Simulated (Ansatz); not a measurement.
In a free zigzag chain of K atoms, spin-degenerate bands cross the Fermi level 2 times between Γ and the zone edge.

The numbers are results of PBE (plane waves to 420 eV, PAW; Ansatz, a quantum-chemistry and plane-wave program), not measurements. Mesh 1×1×44. No spin polarisation, so a magnetic state wasn't tested. Isolated but for its images some 11 Å away. A hypothetical model. Only distortions within the start's symmetry and period were free. Pairing along the axis, which can open a gap, is among the distortions not tried.

What are the conductance and the two-terminal resistance of a perfect, endless piece?

Each crossing on the half of the zone with k > 0 has a partner at −k, so it gives one mode in each direction. Counting spin there are 4 modes, each carrying e²/h = 38.74 μS. G = 4 × 38.74 = 155.0 μS and R = 1/G = 6.45 kΩ, whatever the length. Scattering by phonons, roughness and contacts can only raise R.
